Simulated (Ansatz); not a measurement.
**AlRu, response to strain**

The parent structure is AlRu in the CsCl type structure (space group Pm-3m, No. 221; a = 2.9545 Å; relaxed with 0.1 eV smearing). Axes: x, y, z lie along the cube axes.

Strains are applied to the cell and any free atomic positions relax.

Calculations: LDA/PAW in Ansatz (an electronic-structure program), no SOC.

Notes on the quantities. pressure: mean of the normal stresses, compression positive; energy relative to the base: free energy F.

```tsv
case	pressure	energy relative to the base	shortest interatomic distance
base	0.0 GPa	0 meV/atom	2.559 Å
uniaxial strain ε_zz = −3.00 %	7.6 GPa	+14 meV/atom	2.533 Å
uniaxial strain ε_zz = −2.50 %	6.3 GPa	+9.5 meV/atom	2.538 Å
uniaxial strain ε_zz = −2.00 %	4.9 GPa	+6.0 meV/atom	2.542 Å
uniaxial strain ε_zz = −1.00 %	2.4 GPa	+1.5 meV/atom	2.550 Å
uniaxial strain ε_zz = −0.50 %	1.2 GPa	+0.4 meV/atom	2.554 Å
uniaxial strain ε_zz = +1.00 %	-2.2 GPa	+1.4 meV/atom	2.567 Å
uniaxial strain ε_zz = +1.50 %	-3.3 GPa	+3.1 meV/atom	2.572 Å
uniaxial strain ε_zz = +2.00 %	-4.3 GPa	+5.5 meV/atom	2.576 Å
uniaxial strain ε_zz = +2.50 %	-5.3 GPa	+8.4 meV/atom	2.580 Å
```

Whether these cells are dynamically stable was not tested. All final runs are without spin polarisation.
